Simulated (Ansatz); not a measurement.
Cost and result by functional for the surface energy of the (311) surface of fcc Pd in its 1x1 cell, outermost plane spacing 1.19 Å in the ideal cut, in Ansatz (plane waves, PAW). Single points on the PBE structure, on one kind of machine; costs are rough ratios of the slab run's core time (references not counted) to the cheapest single point. r2SCAN's cost holds its higher cutoff (500 against 420 eV). Differences are taken against r2SCAN for comparison alone: no measured value is at hand, so the table doesn't rank accuracy.

Slab: 9 atoms, 9.5 Å thick at the start (thin: gaps and levels are the slab's own); k 14x8x1, smearing 0.1 eV, dipole-corrected; all atoms relaxed; held to the part of the start's symmetry that mesh and held atoms allow; no spin, no spin-orbit, no U. These notes are the PBE run's.

```csv
functional,relative cost,surface energy (J/m²),less r2SCAN (J/m²)
RPBE,1,1.33,-0.48
PBEsol,1,2.00,0.18
LDA,1,2.21,0.40
r2SCAN,3,1.82,0.00
PBE (the relaxed run's value),–,1.60,-0.21
```

The values span 0.88 J/m², while the single points' costs differ by a factor of roughly 3. Differences are of unrounded values.

Ansatz is a quantum-chemistry and plane-wave program.
